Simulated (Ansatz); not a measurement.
Consider Pt in the fcc (Cu type) structure (space group Fm-3m, No. 225; relaxed with 0.1 eV smearing).

```
Pt
1.0
    0.00000     1.97088     1.97088
    1.97088     0.00000     1.97088
    1.97088     1.97088     0.00000
Pt
1
Direct
  0.00000   0.00000   0.00000
```

Cartesian axes are those of the cell as printed.

Method: Kohn–Sham DFT with the r2SCAN functional, run in Ansatz (a first-principles code) with PAW and 500 eV plane waves, spin-orbit coupling left out.

Base values:

- Pressure = 0.0 GPa

Modification: tensor shear ε_xy = +1.71 % (engineering shear γ = 0.0342), atoms relaxed at fixed cell.

### Question
Predict the new energy relative to the base and pressure.

### Answer
The energy grows by 4.1 meV/atom; the pressure (mean of the normal stresses, compression positive) goes from zero to 0.3 GPa.

The cells carry an imposed strain or load. Whether these cells are dynamically stable was not tested. All final runs are without spin polarisation.
